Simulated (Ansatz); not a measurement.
## Effect of pressure 9 GPa on PbI2

Take PbI₂ in the CdI2 type structure (space group P-3m1, No. 164; a = 4.558 Å, c = 6.975 Å) as the base.

It is then changed as follows: a hydrostatic pressure of 9 GPa.

Calculations: PBE-D3(BJ), PAW, 420 eV (Ansatz, an electronic-structure program; without spin-orbit coupling). Γ-centred 8×8×5 mesh, Fermi–Dirac width 0.05 eV.

The volume per atom shrinks by 10.19 Å³, from 41.84 Å³ to 31.65 Å³ and the density increases by 1.96 g/cm³ (6.10 g/cm³ → 8.06 g/cm³). The lattice parameter a drops by 0.4989 Å, from 4.558 Å to 4.060 Å and the c/a ratio grows by 0.109 to 1.639. The shortest interatomic distance shrinks by 0.150 Å to 3.090 Å and the enthalpy H = E + PV relative to the base's energy amounts to +1.99 eV/atom. The band gap falls by 1.38 eV to 0.80 eV and the gap character becomes indirect, A → L (base: direct at A). The smallest direct gap drops by 0.42 eV (2.18 eV → 1.76 eV) and the width of the top valence band increases by 2.04 eV to 2.99 eV. The hole mass becomes 0.21 mₑ along k, 0.20 mₑ across (at A) (base: 0.59 mₑ along k, 0.74 mₑ across (at A)).

Spin-orbit coupling, missing from the scalar runs, can matter with I and Pb. Load acts through the strain it causes; cell and atoms are relaxed under it. Effective masses come from finite differences of ±0.01 Å⁻¹. Along k means along the line from Γ to the band edge. Stability against distortions was not tested. Competing high-pressure phases were not computed.
